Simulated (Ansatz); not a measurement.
Consider the following.

```
CELL_PARAMETERS angstrom
      0.00000     2.35764     2.35764
      2.35764     0.00000     2.35764
      2.35764     2.35764     0.00000
ATOMIC_POSITIONS crystal
  B  0.25000 0.25000 0.25000
  As 0.00000 0.00000 0.00000
```

Method: PBEsol, rigid bands (plane waves, PAW, scalar-relativistic; Ansatz, a first-principles code). Condition of this run: hydrostatic pressure 5 GPa (the target of the relaxation). Geometry: cell and atoms relaxed with PBEsol, then loaded as said.

Problem. What conductivity effective mass do dilute electrons have at 300 K?

Solution. 0.30 mₑ.

Problem. And the band gap?

Solution. 1.05 eV at this level; semilocal functionals usually fall short of the measured gap.

Rigid bands, one relaxation time for all states, no polarons. Spin-orbit coupling is left out; where it splits the top of the valence band it changes the hole mass and lowers the gap by about a third of the splitting.
